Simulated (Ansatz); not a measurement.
Consider MgB$_{2}$ (space group P6/mmm, No. 191; a = 3.064 Å, c = 3.498 Å; relaxed with 0.1 eV smearing).

All numbers come from PBEsol in Ansatz (plane waves to 420 eV, PAW, no spin-orbit coupling).

For the base:

| Quantity | Value |
|---|---|
| Pressure | 0.0 GPa |
| Band gap | zero |

Modification: the cell is scaled by 0.9700 in all directions, atoms relaxed at fixed cell.

How does this affect the pressure?

The pressure (mean of the normal stresses, compression positive) goes from zero to 16.8 GPa.

What happens to the energy relative to the base?

The energy rises by 40 meV/atom.

How does this affect the band gap?

The band gap remains zero.

The cells carry an imposed strain or load. Whether these cells are dynamically stable was not tested. The final runs are not spin-polarised.

Ansatz is an electronic-structure program.
